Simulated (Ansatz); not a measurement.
Here is the system:

```xyz
3
Lattice="0.0000 2.5505 2.5505 2.5505 0.0000 2.5505 2.5505 2.5505 0.0000" Properties=species:S:1:pos:R:3 pbc="T T T"
Hf     0.0000     0.0000     0.0000
O      1.2753     1.2753     1.2753
O      3.8258     3.8258     3.8258
```

No spin polarisation.

All numbers come from DFT with LDA, PAW potentials and a 420 eV plane-wave cutoff in Ansatz (a first-principles code), without spin-orbit coupling. Γ-centred 11×11×11 mesh, Fermi–Dirac width 0.05 eV.

Predict the pressure and band gap.


```json
{
 "pressure": "-148.0 kbar",
 "band_gap": "3.52 eV"
}
```

Spin-orbit coupling, missing from the scalar runs, can matter with Hf. The cells carry an imposed strain or load. No phonon test of stability was made. The cell was made from HfO2 in the fluorite structure (space group Fm-3m, No. 225) by this change: isotropic strain +2.00 %. This is not the structure that HfO2 has at room temperature and ambient pressure.
